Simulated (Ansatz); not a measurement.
This concerns the energy of configuration A over configuration B. The value is E(A) − E(B).

Cell A: a stack of composition Ca4Si16HF7 built on Si (diamond, Fd-3m) (111), with 16 atoms on that crystal's sites, 28 atoms, hexagonal cell of 3.87 Å (13.0 Å²), symmetry P3m1, 37.1 Å thick under 16 Å of vacuum, in-plane vectors held at the crystal's, which may strain the added film; planes from bottom to top: H | Si × 16 | Ca | F × 2 | Ca | F × 2 | Ca | F × 2 | Ca | F, its two faces unlike (dipole correction applied); spin state with PBE: run without spin, k-point mesh 9×9×1.
```xyz
28
Lattice="3.8679 0.0000 0.0000 1.9339 3.3497 0.0000 0.0000 0.0000 53.1839" Properties=species:S:1:pos:R:3 pbc="T T T"
Si     0.0000     0.0000     9.5790
Si     1.9339     1.1166    10.3402
Si     1.9339     1.1166    12.7058
Si     3.8679     2.2331    13.4954
Si     3.8679     2.2331    15.8633
Si     0.0000     0.0000    16.6518
Si     0.0000     0.0000    19.0205
Si     1.9339     1.1166    19.8088
Si     1.9339     1.1166    22.1777
Si     3.8679     2.2331    22.9660
Si     3.8679     2.2331    25.3351
Si     0.0000     0.0000    26.1231
Si     0.0000     0.0000    28.4925
Si     1.9339     1.1166    29.2748
Si     1.9339     1.1166    31.6338
Si     3.8679     2.2331    32.5356
Ca     1.9339     1.1166    34.7352
F      0.0000     0.0000    35.5327
F      1.9339     1.1166    37.1428
Ca     0.0000     0.0000    37.9473
F      3.8679     2.2331    38.7543
F      0.0000     0.0000    40.3453
Ca     3.8679     2.2331    41.1512
F      1.9339     1.1166    41.9630
F      3.8679     2.2331    43.5332
Ca     1.9339     1.1166    44.3432
F      0.0000     0.0000    45.1680
H      0.0000     0.0000     8.0741
```

Cell B: a stack of composition Ca4Si16HF7 built on Si (diamond, Fd-3m) (111), with 16 atoms on that crystal's sites, 28 atoms, hexagonal cell of 3.87 Å (13.0 Å²), symmetry P3m1, 37.3 Å thick under 16 Å of vacuum, in-plane vectors held at the crystal's, which may strain the added film; planes from bottom to top: H | Si × 16 | Ca | F × 2 | Ca | F × 2 | Ca | F × 2 | Ca | F, its two faces unlike (dipole correction applied); spin state with PBE: run without spin, k-point mesh 9×9×1.
```
CELL_PARAMETERS angstrom
      3.86787     0.00000     0.00000
      1.93393     3.34967     0.00000
      0.00000     0.00000    53.18389
ATOMIC_POSITIONS crystal
  Si 0.00000 0.00000 0.17870
  Si 0.33333 0.33333 0.19301
  Si 0.33333 0.33333 0.23748
  Si 0.66667 0.66667 0.25233
  Si 0.66667 0.66667 0.29684
  Si 0.00000 0.00000 0.31168
  Si 0.00000 0.00000 0.35621
  Si 0.33333 0.33333 0.37104
  Si 0.33333 0.33333 0.41556
  Si 0.66667 0.66667 0.43040
  Si 0.66667 0.66667 0.47492
  Si 0.00000 0.00000 0.48975
  Si 0.00000 0.00000 0.53428
  Si 0.33333 0.33333 0.54902
  Si 0.33333 0.33333 0.59341
  Si 0.66667 0.66667 0.61006
  Ca 0.33333 0.33333 0.65386
  F  0.66667 0.66667 0.67136
  F  0.33333 0.33333 0.70003
  Ca 0.66667 0.66667 0.71584
  F  0.00000 0.00000 0.73096
  F  0.66667 0.66667 0.76101
  Ca 0.00000 0.00000 0.77614
  F  0.33333 0.33333 0.79139
  F  0.00000 0.00000 0.82092
  Ca 0.33333 0.33333 0.83611
  F  0.66667 0.66667 0.85161
  H  0.00000 0.00000 0.15040
```

All numbers come from Ansatz (a first-principles code), plane waves with PAW, its default PAW set, cutoff 420 eV, 500 eV for r2SCAN. The structures are at rest with PBE, within the held lattices; other levels are single points on them. HSE06 runs on coarser k-point meshes, mended by the PBE difference between the two meshes. Neutral cells; Fermi-Dirac smearing of at most 0.05 eV in the solids, energies taken to zero width. The lattices are those relaxed with PBE or held as stated, so at other levels the solids can be strained, which adds to the spread. Larger cells are relaxed from a start prepared with the learned potential CHGNet till forces fall under 0.03 eV/Å, which some starts already meet. A dispersion term (D3(BJ), or D4 for r2SCAN) was computed beside these levels and is taken off wherever the name lacks it. Static lattices, no vibrational contributions. The structures are the rest points that the relaxations reached, not proven lowest. No correction for cell size. Cell A has symmetry P3m1 and got no random move, so less symmetric positions, which may lie lower, weren't tried. Cell B has symmetry P3m1 and got no random move, so less symmetric positions, which may lie lower, weren't tried.

Problem. Estimate the value that r2SCAN returns for this input.

Solution. -0.55 eV for A less B, so A lies lower.

Problem. What do the other levels give, and how wide is the spread?

Solution. 
```
Level  value (eV)  less r2SCAN
-----  ----------  -----------
PBE         -0.47         0.08
HSE06       -0.53         0.02
```

The levels span 0.08 eV, from r2SCAN (-0.55) to PBE (-0.47).
